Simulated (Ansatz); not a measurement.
A structure of (Si)6/(Ge)10 zinc blende (001) superlattice on Si off equilibrium:

```xyz
32
Lattice="3.8690 0.0000 0.0000 0.0000 3.8690 0.0000 0.0000 0.0000 46.2026" Properties=species:S:1:pos:R:3 pbc="T T T"
Si     0.0000     0.0000     0.0000
Si     1.9345     0.0000     1.3668
Si     1.9345     1.9345     2.7337
Si     0.0000     1.9345     4.1005
Si     0.0000     0.0000     5.4673
Si     1.9345     0.0000     6.8342
Si     1.9345     1.9345     8.2010
Si     0.0000     1.9345     9.5679
Si     0.0000     0.0000    10.9347
Si     1.9345     0.0000    12.3015
Si     1.9345     1.9345    13.6684
Si     0.0000     1.9345    15.0352
Ge     0.0000     0.0000    16.4637
Ge     1.9345     0.0000    17.9537
Ge     1.9345     1.9345    19.4437
Ge     0.0000     1.9345    20.9337
Ge     0.0000     0.0000    22.4238
Ge     1.9345     0.0000    23.9138
Ge     1.9345     1.9345    25.4038
Ge     0.0000     1.9345    26.8938
Ge     0.0000     0.0000    28.3839
Ge     1.9345     0.0000    29.8739
Ge     1.9345     1.9345    31.3639
Ge     0.0000     1.9345    32.8539
Ge     0.0000     0.0000    34.3440
Ge     1.9345     0.0000    35.8340
Ge     1.9345     1.9345    37.3240
Ge     0.0000     1.9345    38.8141
Ge     0.0000     0.0000    40.3041
Ge     1.9345     0.0000    41.7941
Ge     1.9345     1.9345    43.2841
Ge     0.0000     1.9345    44.7742
```

Calculation: PBE (plane waves to 420 eV, PAW; Ansatz, a quantum-chemistry and plane-wave program). No spin–orbit coupling. Its k-point mesh 8×8×1, Fermi–Dirac width 0.01 eV.

What forces act on the atoms (eV/Å, in the order given), and what is the pressure?


```csv
atom,Fx,Fy,Fz
Si1,0.000,0.000,-0.007
Si2,0.000,0.000,-0.050
Si3,0.000,0.000,0.009
Si4,0.000,0.000,0.004
Si5,0.000,0.000,-0.001
Si6,0.000,0.000,0.004
Si7,0.000,0.000,-0.004
Si8,0.000,0.000,0.001
Si9,0.000,0.000,-0.004
Si10,0.000,0.000,-0.009
Si11,0.000,0.000,0.050
Si12,0.000,0.000,0.007
Ge13,0.000,0.000,-0.055
Ge14,0.000,0.000,0.029
Ge15,0.000,0.000,-0.013
Ge16,0.000,0.000,-0.005
Ge17,0.000,0.000,-0.001
Ge18,0.000,0.000,0.000
Ge19,0.000,0.000,0.000
Ge20,0.000,0.000,0.000
Ge21,0.000,0.000,0.000
Ge22,0.000,0.000,0.000
Ge23,0.000,0.000,0.000
Ge24,0.000,0.000,0.000
Ge25,0.000,0.000,0.000
Ge26,0.000,0.000,0.000
Ge27,0.000,0.000,0.000
Ge28,0.000,0.000,0.001
Ge29,0.000,0.000,0.005
Ge30,0.000,0.000,0.013
Ge31,0.000,0.000,-0.029
Ge32,0.000,0.000,0.055
```

Pressure: 2.99 GPa.
